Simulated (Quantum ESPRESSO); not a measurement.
Quantum ESPRESSO 7.5, DFT, PBE, plane waves, PseudoDojo 0.5 standard norm-conserving PBE (local tails restored to the Coulomb form): 3C-SiC, 2 atoms. Basis and mesh were picked for this test and aren't claimed converged.

```
Property                                                           Result
----------------------------------------  -------------------------------
cell                                      3.08, 3.08, 3.08 Å; 60, 60, 60°
task                                                                  scf
ecutwfc                                                             82 Ry
ecutrho                                                            328 Ry
occupations                                                         fixed
conv_thr                                                         2e-09 Ry
tprnfor                                                              true
tstress                                                             false
k-point pools (-nk)                                                    16
diagonalization                                           david (default)
mixing_mode                                               plain (default)
mixing_beta                                                 0.7 (default)
mixing_ndim                                                   8 (default)
k-points computed (base settings)                                      47
bands (base settings)                                                   4
electrons (base settings)                                               8
G-vectors of the density (base settings)                            14163
FFT grid (base settings)                                         36×36×36
symmetry operations (base settings)                                    24
```

Machine: one whole node, Intel Xeon 6 (Granite Rapids), 96 cores on 1 socket, 2 hardware threads a core, 3 L3 cache groups, 3 NUMA nodes.

Wall times, medians of two to five repeats, each run alone on the node (launch to exit). Unless noted, each process is bound to its own block of adjacent cores. The times hold for this build (conda-forge: Open MPI 5.0, OpenMP, OpenBLAS 0.3.34 (pthreads), FFTW, ScaLAPACK, ELPA). Scratch files lie in a memory file system.

All on 16 ranks. Base settings, kept where nothing else is said: k_points = 10×10×10, nosym = false (default), noinv = false (default). The candidates, on 16 cores each, agree within 1.0 meV/atom in energy:
A. k_points = 12×12×12
B. nosym = true
C. nosym = true, noinv = true
D. the base settings

**Question.** Which choice gives the shortest wall time?

**Answer.** D (the base settings), 1.7 s. At the other end C takes 4.9× as long.

```csv
candidate,wall time,repeats,SCF iterations
D,1.7 s,3 runs within 5 %,16
A,1.9 s,3 runs within 1 %,13
B,4.8 s,3 runs within 1 %,14
C,8.1 s,2 runs within 1 %,13
```

From the slowest to the fastest: The largest move is in FFTs of H·ψ (vloc_psi): 3.9 s to 0.32 s. Launch, exit and the like take 0.58 s of the 1.7 s.
